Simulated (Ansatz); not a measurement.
Substrate model: Si(111) 1x1 surface, 6 top atoms, 3 bilayers, bottom bilayer H-capped and fixed, every top atom capped by H; cell 11.5 x 6.6 Å; two neighbouring H replaced by SH; about 7 Å thick over the host's atoms, 18 atoms held. Level of theory: PBE-D3(BJ) (plane waves to 420 eV, PAW; Ansatz, an electronic-structure program). k mesh 1 x 2 x 1. The slab states were run without spin polarisation. Results hold for this slab, coverage and mesh. Barriers come from a climbing-image nudged elastic band between relaxed ends, or a saddle search from its top (force threshold 0.05 eV/Å), without zero-point or thermal terms. The saddle order is not shown. The ends were relaxed from one prepared geometry each.

Structure at the top of the path for: the surface fragment of GeH4 exchanges a second ligand with a neighbouring S-H group, starting from the surface left by an earlier step (GeH4 exchanges a ligand with a surface S-H group and H2 forms), after H2 has left.

```yaml
crystal:
  lattice:
    - [11.50074, 0.00000, 0.00000]
    - [0.00000, 6.63995, 0.00000]
    - [0.00000, 0.00000, 27.50000]
  atoms:
    - { symbol: Si, position: [0.00119, 0.00259, 0.34650] }
    - { symbol: Si, position: [0.17009, 0.50258, 0.34560] }
    - { symbol: Si, position: [0.16710, 0.16815, 0.31789] }
    - { symbol: Si, position: [0.00116, 0.66778, 0.31914] }
    - { symbol: Si, position: [0.16653, 0.16900, 0.23271] }
    - { symbol: Si, position: [0.00082, 0.66841, 0.23354] }
    - { symbol: Si, position: [0.99989, 0.33533, 0.20468] }
    - { symbol: Si, position: [0.16658, 0.83508, 0.20441] }
    - { symbol: Si, position: [0.00000, 0.33333, 0.11948] }
    - { symbol: Si, position: [0.16667, 0.83333, 0.11948] }
    - { symbol: Si, position: [0.16667, 0.50000, 0.09103] }
    - { symbol: Si, position: [0.00000, 0.00000, 0.09103] }
    - { symbol: H, position: [0.16670, 0.50026, 0.03636] }
    - { symbol: H, position: [0.00001, 0.00026, 0.03636] }
    - { symbol: H, position: [0.00190, 0.00638, 0.40111] }
    - { symbol: Si, position: [0.33257, 0.99756, 0.34467] }
    - { symbol: Si, position: [0.49977, 0.50705, 0.34472] }
    - { symbol: Si, position: [0.50044, 0.16805, 0.31973] }
    - { symbol: Si, position: [0.33355, 0.66815, 0.31518] }
    - { symbol: Si, position: [0.50031, 0.16958, 0.23387] }
    - { symbol: Si, position: [0.33407, 0.66810, 0.23084] }
    - { symbol: Si, position: [0.33372, 0.33304, 0.20442] }
    - { symbol: Si, position: [0.50126, 0.83639, 0.20451] }
    - { symbol: Si, position: [0.33333, 0.33333, 0.11948] }
    - { symbol: Si, position: [0.50000, 0.83333, 0.11948] }
    - { symbol: Si, position: [0.50000, 0.50000, 0.09103] }
    - { symbol: Si, position: [0.33333, 0.00000, 0.09103] }
    - { symbol: H, position: [0.50003, 0.50026, 0.03636] }
    - { symbol: H, position: [0.33334, 0.00026, 0.03636] }
    - { symbol: H, position: [0.32728, 0.98406, 0.39897] }
    - { symbol: Si, position: [0.66776, 0.00160, 0.34657] }
    - { symbol: Si, position: [0.83371, 0.50196, 0.34663] }
    - { symbol: Si, position: [0.83422, 0.16840, 0.31870] }
    - { symbol: Si, position: [0.66814, 0.66932, 0.31759] }
    - { symbol: Si, position: [0.83366, 0.16863, 0.23334] }
    - { symbol: Si, position: [0.66772, 0.66900, 0.23251] }
    - { symbol: Si, position: [0.66690, 0.33444, 0.20479] }
    - { symbol: Si, position: [0.83460, 0.83506, 0.20469] }
    - { symbol: Si, position: [0.66667, 0.33333, 0.11948] }
    - { symbol: Si, position: [0.83333, 0.83333, 0.11948] }
    - { symbol: Si, position: [0.83333, 0.50000, 0.09103] }
    - { symbol: Si, position: [0.66667, 0.00000, 0.09103] }
    - { symbol: H, position: [0.83336, 0.50026, 0.03636] }
    - { symbol: H, position: [0.66667, 0.00026, 0.03636] }
    - { symbol: H, position: [0.66921, 0.99927, 0.40118] }
    - { symbol: H, position: [0.83169, 0.50418, 0.40123] }
    - { symbol: S, position: [0.50934, 0.56723, 0.42199] }
    - { symbol: S, position: [0.18409, 0.52849, 0.42339] }
    - { symbol: H, position: [0.20851, 0.29711, 0.44501] }
    - { symbol: Ge, position: [0.38701, 0.34483, 0.45833] }
    - { symbol: H, position: [0.45187, 0.14280, 0.45158] }
    - { symbol: H, position: [0.25519, 0.19144, 0.46075] }
    - { symbol: H, position: [0.37283, 0.42462, 0.51044] }
```

The forward barrier comes out as 1.80 eV and the backward barrier is 2.10 eV. The path length is 9.07 Å and the band iterations comes out as 12. The movable images comes out as 7, the barrier without the D3 term at these geometries is 1.85 eV and the cost of this run is about 60 core-minutes (a rough figure).
